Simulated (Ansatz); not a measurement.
**Computed paths: Hf-vacancy pair in fcc Cu, neutral cell**

Defect migration in fcc Cu: Hf-vacancy pair (Hf on one host Cu site, one Cu site vacant), neutral cell. All values below come from PBE, PAW (plane waves to 420 eV; Ansatz, an electronic-structure program).

Cell of 32 host sites held at the relaxed PBE lattice; a 2×2×2 k-point mesh shifted by half a step; Fermi-Dirac width 0.10 eV, spin-restricted; finite-size errors left in. Static, classical nuclei. Spin-orbit coupling is left out. Forms of the defect that were not tried may lie lower.

Barriers: single points on a 4×4×4 k-point mesh shifted by half a step at the bands' geometries (they differ from the bands' own by up to 0.23 eV, and are uncertain by about as much).

```tsv
Route	Start site over the lowest site run (eV)	Hop (Å)	Forward barrier (eV)	Backward barrier (eV)	Neighbours at the start	Neighbours at the saddle	Saddle order	Forward, on the band's own sampling (eV)
direct exchange of Hf with the vacancy (Hf-vacancy distance between ideal sites 2.57 Å throughout)	0.00	2.06	0.32	0.32	4 Cu at 2.60, 2 Cu at 2.64, 4 Cu at 2.71, Cu at 2.79, 2 Cu at 3.36 Å	4 Cu at 2.54, 4 Cu at 2.84, 8 Cu at 3.28 Å	first order	0.54
```

Paths come from nudged elastic bands with a climbing image.  

The whole set of runs took very roughly 0.8 core-hours.
